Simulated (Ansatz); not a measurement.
# Carrier doping in PbS

Base system: PbS in the rock salt structure (space group Fm-3m, No. 225; a = 5.9027 Å).

Carriers are added at fixed cell with a uniform background; the Fermi–Dirac width is that of 300 K.

Level of theory: plane-wave PAW DFT at the PBEsol level (Ansatz, a first-principles code, 420 eV), scalar-relativistic without spin-orbit coupling.

Notes on the quantities. Fermi level from band edge: Fermi level relative to the doped band's edge (positive inside the band; to 0.05 eV).

```tsv
change	Fermi level from band edge	gap between the host's bands
undoped	–	0.19 eV
electrons 5.0×10^20 cm⁻³	+0.40 eV	0.18 eV
electrons 1.0×10^21 cm⁻³	+0.55 eV	0.18 eV
holes 5.0×10^20 cm⁻³	+0.40 eV	0.21 eV
holes 1.0×10^21 cm⁻³	?	?
holes 2.0×10^21 cm⁻³	+0.60 eV	0.25 eV
holes 5.0×10^21 cm⁻³	+0.80 eV	0.33 eV
```

### Question
What belongs in the blanks?

### Answer

- holes 1.0×10^21 cm⁻³, Fermi level from band edge: +0.50 eV
- holes 1.0×10^21 cm⁻³, gap between the host's bands: 0.22 eV

Carriers are added with a uniform compensating background; total energy and stress of such cells depend on the potential's zero and are not compared; many-body gap narrowing is missing at this level. Spin-orbit coupling, missing from the scalar runs, can matter with Pb. Whether these cells are dynamically stable was not tested. The base started in P3_121 and relaxed to Fm-3m at this level. The zero or small gap of PbS can change with the level of theory.
